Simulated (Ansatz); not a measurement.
Results of PBEsol-D3(BJ) (plane waves, PAW; Ansatz, a quantum-chemistry and plane-wave program) for CaC6 (R-3m, No. 166, 7 atoms in the cell).

Run with plane-wave cutoff 520 eV, 16×16×16 k mesh, Fermi–Dirac smearing 0.05 eV, scalar-relativistic PAW data made under PBE.

Properties against volume:

Shape and atoms are relaxed at each volume.

```
V (Å³/atom)  P (GPa)   c (Å)  a (Å)
-----------  -------  ------  -----
9.659           5.77  12.690  4.296
9.860           2.69  12.884  4.308
10.061          0.00  13.083  4.318
10.262         -2.29  13.290  4.327
10.463         -4.23  13.502  4.335
```

Note: the relaxation could not lower the start's symmetry, so the cell can be a saddle point above a distorted one; the bulk modulus comes from volumes at which shape and atoms were relaxed.
